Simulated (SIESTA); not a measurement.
**SIESTA run on Cd (P6_3/mmc, 2 atoms in the cell): self-consistent single point**

Method: GGA PBE, numerical atomic orbitals DZP, PseudoDojo PBE standard norm-conserving potentials (rewritten from UPF to PSML) (SIESTA).

The input file:

```
# files in the folder: Cd.psml (PseudoDojo PBE standard)
SystemName  Cd
SystemLabel cd

NumberOfAtoms                2
NumberOfSpecies              1
%block ChemicalSpeciesLabel
  1 48 Cd
%endblock ChemicalSpeciesLabel
LatticeConstant              2.971060 Ang
%block LatticeVectors
     0.500000000   -0.866025257    0.000000000
     0.500000000    0.866025257    0.000000000
     0.000000000    0.000000000    1.885906040
%endblock LatticeVectors
AtomicCoordinatesFormat      ScaledCartesian
%block AtomicCoordinatesAndAtomicSpecies
     0.500000000    0.288675091    0.471476510  1
     0.500000000   -0.288675091    1.414429530  1
%endblock AtomicCoordinatesAndAtomicSpecies

XC.functional                GGA
XC.authors                   PBE
PAO.BasisSize                DZP
PAO.EnergyShift              0.005 Ry
MeshCutoff                   300 Ry
%block kgrid.MonkhorstPack
    9   0   0  0.0
    0   9   0  0.0
    0   0   4  0.0
%endblock kgrid.MonkhorstPack
OccupationFunction           MP
OccupationMPOrder            0
ElectronicTemperature        0.1 eV

MaxSCFIterations             150
SCF.Mixer.Method             Pulay
SCF.Mixer.Weight             0.2
SCF.Mixer.History            6
SCF.DM.Tolerance             1.0E-05
Diag.ParallelOverK           true
WriteForces                  true
```

Output, abridged:

```
reinit: Reading from file input.fdf

reinit: System Name: Cd
reinit: System Label: cd

coor:   Atomic-coordinates input format  =     Cartesian coordinates
coor:                                          (in units of alat)

siesta: Atomic coordinates (Bohr) and species
siesta:      2.80724   1.62076   2.64710  1        1
siesta:      2.80724  -1.62076   7.94130  1        2

siesta: System type = bulk

initatomlists: Number of atoms, orbitals, and projectors:      2    38    36

siesta: ******************** Simulation parameters ****************************
redata: Spin configuration                          = none
redata: Time-Reversal Symmetry                      = T
redata: Number of Atomic Species                    =        1
redata: Mesh Cutoff                                 =   300.0000 Ry
redata: Net charge of the system                    =     0.0000 |e|
redata: Min. number of SCF Iter                     =        0
redata: Max. number of SCF Iter                     =      150
redata: SCF convergence failure will abort job
redata: SCF mix quantity                            = Hamiltonian
redata: Mix DM or H after convergence               =   F
redata: Recompute H after scf cycle                 =   F
redata: Mix DM in first SCF step                    =   T
redata: No kicks to SCF
redata: DM Mixing Weight for Kicks                  =     0.5000
redata: Require Harris convergence for SCF          =   F
redata: Harris energy tolerance for SCF             =     0.000100 eV
redata: Require DM convergence for SCF              =   T
redata: DM tolerance for SCF                        =     0.000010
redata: Require EDM convergence for SCF             =   F
redata: EDM tolerance for SCF                       =     0.001000 eV
redata: Require H convergence for SCF               =   T
redata: Hamiltonian tolerance for SCF               =     0.001000 eV
redata: Require (free) Energy convergence for SCF   =   F
redata: (free) Energy tolerance for SCF             =     0.000100 eV
redata: Using DFT-D3 dispersion                     =   F
redata: Using Saved Data (generic)                  =   F
redata: Method of Calculation                       = Diagonalization
redata: Electronic Temperature                      =  1160.4518 K
redata: Number of TDED substeps                     =        3
redata: Dynamics option                             = Single-point calculation
redata: Save all siesta data in one NC              =   F
redata: ***********************************************************************

%block SCF.Mixers
  Pulay
%endblock SCF.Mixers

%block SCF.Mixer.Pulay
  # Mixing method
  method pulay
  variant stable

  # Mixing options
  weight 0.2000
  weight.linear 0.2000
  history 6
%endblock SCF.Mixer.Pulay

DM_history_depth set to one: no extrapolation allowed by default for geometry relaxation
Size of DM history Fstack: 1
Total number of electrons:    40.000000
Total ionic charge:    40.000000

* ProcessorY, Blocksize:    1  39

* Orbital distribution balance (max,min):    38    38

k-point displ. along   3 input, could be:     0.00    0.50
 Kpoints in:          180 . Kpoints trimmed:          167

siesta: k-grid: Number of k-points = 167
siesta: k-points from Monkhorst-Pack grid
siesta: k-cutoff (effective) =    11.206 Ang
siesta: k-point supercell and displacements
siesta: k-grid:     9     0     0      0.000
siesta: k-grid:     0     9     0      0.000
siesta: k-grid:     0     0     4      0.000

diag: Algorithm                                     = D&C
diag: Parallel over k                               =   F
diag: Use parallel 2D distribution                  =   F
diag: Parallel block-size                           = 39
diag: Parallel distribution                         =     1 x     1
diag: Used triangular part                          = Lower
diag: Absolute tolerance                            =  0.100E-15
diag: Orthogonalization factor                      =  0.100E-05
diag: Memory factor                                 =  1.0000

superc: Internal auxiliary supercell:     7 x     7 x     3  =     147
superc: Number of atoms, orbitals, and projectors:    294   5586   5292

                        Single-point calculation

superc: Internal auxiliary supercell:     7 x     7 x     3  =     147
superc: Number of atoms, orbitals, and projectors:    294   5586   5292

outcell: Unit cell vectors (Ang):
        1.485530   -2.573013    0.000000
        1.485530    2.573013    0.000000
        0.000000    0.000000    5.603140

outcell: Cell vector modules (Ang)   :    2.971060    2.971060    5.603140
outcell: Cell angles (23,13,12) (deg):     90.0000     90.0000    120.0000
outcell: Cell volume (Ang**3)        :     42.8336
new_DM -- step:     1
Initializing Density Matrix...

Attempting to read DM from file... Failed...
DM filled with atomic data:

InitMesh: MESH = 30 x 30 x 60 = 54000
InitMesh: Mesh cutoff (required, used) =   300.000   316.914 Ry

stepf: Methfessel-Paxton step function
       Using Hermite-Gauss polynomials of order  0

        iscf     Eharris(eV)        E_KS(eV)     FreeEng(eV)     dDmax    Ef(eV) dHmax(eV)
   scf:    1    -9528.580636    -9538.627762    -9538.634099  0.604504 -1.368082  7.020679
   scf:    2    -9541.140689    -9539.993480    -9539.999410  0.172845 -1.565639  3.887749
   scf:    3    -9540.859267    -9540.570615    -9540.577074  0.202409 -1.809128  0.162101
   scf:    4    -9540.544601    -9540.561505    -9540.568010  0.038643 -1.914344  0.510867
   scf:    5    -9540.577012    -9540.571734    -9540.577981  0.025467 -1.893580  0.012908
   scf:    6    -9540.571737    -9540.571739    -9540.577985  0.001000 -1.892753  0.006948
   scf:    7    -9540.571739    -9540.571739    -9540.577987  0.000250 -1.892952  0.002052
   scf:    8    -9540.571739    -9540.571739    -9540.577987  0.000107 -1.893043  0.000003
   scf:    9    -9540.571739    -9540.571739    -9540.577987  0.000000 -1.893043  0.000007

SCF Convergence by DM+H criterion
max |DM_out - DM_in|         :     0.0000003012
max |H_out - H_in|      (eV) :     0.0000074873
SCF cycle converged after 9 iterations

Using DM_out to compute the final energy and forces

siesta: E_KS(eV) =            -9540.5717

siesta: E_KS - E_eggbox =     -9540.5717

siesta: Atomic forces (eV/Ang):
     1   -0.000000    0.000036    0.000000
     2    0.000000   -0.000036    0.000000
   Tot   -0.000000    0.000000    0.000000
   Max    0.000036
   Res    0.000021    sqrt( Sum f_i^2 / 3N )
   Max    0.000036    constrained

Stress tensor Voigt[x,y,z,yz,xz,xy] (kbar):      -23.40      -23.65       -9.90        0.00       -0.00        0.00
(Free)E + p*V (eV/cell)    -9540.0705
Target enthalpy (eV/cell)    -9540.5780

siesta: Program's energy decomposition (eV):
siesta: Ebs     =     -1467.901963
siesta: Eions   =     13706.056914
siesta: Ena     =      1857.346858
siesta: Ekin    =      3340.749954
siesta: Enl     =       229.766249
siesta: Eso     =         0.000000
siesta: Edftu   =         0.000000
siesta: DEna    =        55.022199
siesta: DUscf   =         0.988143
siesta: DUext   =         0.000000
siesta: Ex      =     -1246.954155
siesta: Ec      =       -71.434074
siesta: Exc     =     -1318.388228
siesta: Eharris =     -9540.571739
siesta: Etot    =     -9540.571739
siesta: FreeEng =     -9540.577987

siesta: Stress tensor (static) (eV/Ang**3):
siesta:    -0.014605    0.000000   -0.000000
siesta:     0.000000   -0.014761    0.000000
siesta:    -0.000000    0.000000   -0.006177

siesta: Cell volume =         42.833630 Ang**3

siesta: Pressure (static):
siesta:                Solid            Molecule  Units
siesta:           0.00012904          0.00012903  Ry/Bohr**3
siesta:           0.01184750          0.01184703  eV/Ang**3
siesta:          18.98179380         18.98102966  kBar
```

The run converged in 9 iterations.

The starting cell has typed, rounded lattice constants, without a prior relaxation at this level. Its lattice was rescaled by up to half a per cent. Values carry the incompleteness of an atom-centred basis.
